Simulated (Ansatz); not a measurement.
Start from TiSi2 (space group Fddd, No. 70; a = 4.760 Å, b = 8.180 Å, c = 8.500 Å). Axes: x, y, z lie along a, b, c of the conventional cell.

Calculations: Kohn–Sham DFT with the PBEsol functional, run in Ansatz (an electronic-structure program) with PAW and 420 eV plane waves, no SOC.

Before the change:

- Pressure: 0.0 GPa

Perturbation: biaxial strain +2.42 %, plane normal [001], relaxed out of plane (Cartesian); in-plane vectors clamped, the third vector and the atoms free.

Q: How does this affect the pressure and energy relative to the base?

A: The pressure (mean of the normal stresses, compression positive) goes from zero to -4.9 GPa; the energy rises by 16 meV/atom.

Without a gap, meshes like the base's 13×13×13 leave anisotropic stresses uncertain by several tenths of a GPa, and small strain energies with them. No phonon test of stability was made. The final runs are not spin-polarised.
